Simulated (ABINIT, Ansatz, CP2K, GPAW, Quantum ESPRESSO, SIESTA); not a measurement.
One structure in several programs: K (Im-3m, 1 atom in the cell)

Self-consistent single point, at a second geometry (lattice scaled by 0.98). First geometry:

```
CELL_PARAMETERS angstrom
     -2.75880     2.75880     2.75880
      2.75880    -2.75880     2.75880
      2.75880     2.75880    -2.75880
ATOMIC_POSITIONS crystal
  K  0.00000 0.00000 0.00000
```

Shared settings, as Ansatz (a quantum-chemistry and plane-wave program) writes them: kpoints.mp_grid.grid = 11 11 11; scf.occupations.method = gaussian; scf.occupations.width = 0.1 eV. Potentials and cutoffs stand in the table.

```csv
code,model,ΔF from the first geometry (meV/atom),pressure (GPa),cutoff
SIESTA,"GGA PBE, numerical atomic orbitals TZP, PseudoDojo PBE standard norm-conserving potentials (rewritten from UPF to PSML)",-6.2,-0.11,grid 400 Ry
ABINIT,"PBE, norm-conserving pseudopotentials (PseudoDojo nc-sr-05 PBE standard)",-9.2,-0.22,37 Ha
GPAW,"PBE, GPAW PAW datasets PBE (gpaw-data 1.0.1)",-9.3,-0.25,550 eV
CP2K,"PBE, GPW, DZVP-MOLOPT-SR-GTH basis, GTH-PBE potentials (GTH_POTENTIALS)",-5.8,-0.10,grid 500 Ry
Quantum ESPRESSO,"PBE, PSlibrary ultrasoft (PBE) pseudopotentials",-9.1,-0.29,50 Ry
Ansatz,"PBE, default PAW files",-9.2,-0.22,420 eV
```

The spread over the programs that give each value: ΔF from the first geometry within 3.5 meV/atom; pressure within 0.19 GPa.

SIESTA and CP2K use small atom-centred bases, whose incompleteness enters pressures, forces and empty levels differently from a plane-wave cutoff. Ansatz's pressure is given at a fixed set of plane waves, as the other plane-wave codes print theirs.

The starting cell comes from a database of computed structures (which also holds hypothetical and non-ambient phases and stackings), without a prior relaxation at this level. Its lattice was rescaled by a random factor within 2.5 % of one. For this run, on top of that: lattice scaled by 0.98.

Left out of this page: Elk and FLEUR (not drawn, or without a comparable value).

Keys are those of Ansatz 0.2.
